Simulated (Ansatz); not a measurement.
# Effective masses and thermopower of MgF2 (P4_2/mnm)

Consider the following.

```xyz
6
Lattice="4.6388 0.0000 0.0000 0.0000 4.6388 0.0000 0.0000 0.0000 3.0623" Properties=species:S:1:pos:R:3 pbc="T T T"
Mg     2.3194     2.3194     1.5312
Mg     0.0000     0.0000     0.0000
F      3.2314     3.2314     0.0000
F      1.4074     1.4074     0.0000
F      3.7268     0.9120     1.5312
F      0.9120     3.7268     1.5312
```

Level of theory: PBEsol, rigid bands (plane waves, PAW, scalar-relativistic; Ansatz, an electronic-structure program). Geometry: cell and atoms relaxed with PBEsol.

| Item | Value |
|---|---|
| band gap | 6.89 eV |
| electron conductivity mass (300 K, dilute) | 0.54 (x), 0.54 (y), 0.52 (z) mₑ |
| hole conductivity mass (300 K, dilute) | 3.1 (x), 3.1 (y), 3.7 (z) mₑ |
| effective density of states N_c (300 K) | 1.0e19 cm⁻³ |
| effective density of states N_v (300 K) | 1.5e20 cm⁻³ |
| density-of-states mass, electrons | 0.54 mₑ |
| density-of-states mass, holes | 3.2 mₑ |
| Seebeck coefficient, n-type 1e19 cm⁻³, 300 K | -220 μV/K |
| best n-type power factor at 300 K for τ = 10 fs (best axis; densities from 1e16 to 1e21 cm⁻³ tried, whether or not they can be reached) | 3.1 μW/(cm·K²) at 3e19 cm⁻³ |
| Seebeck coefficient, p-type 1e19 cm⁻³, 300 K | 440 μV/K |
| best p-type power factor at 300 K for τ = 10 fs (best axis; densities from 1e16 to 1e21 cm⁻³ tried, whether or not they can be reached) | 7.0 μW/(cm·K²) at 3e20 cm⁻³ |

Rigid bands; masses and Seebeck coefficients take one relaxation time τ for all states and one kind of carrier; polarons and phonon drag are left out. Spin-orbit coupling is left out.
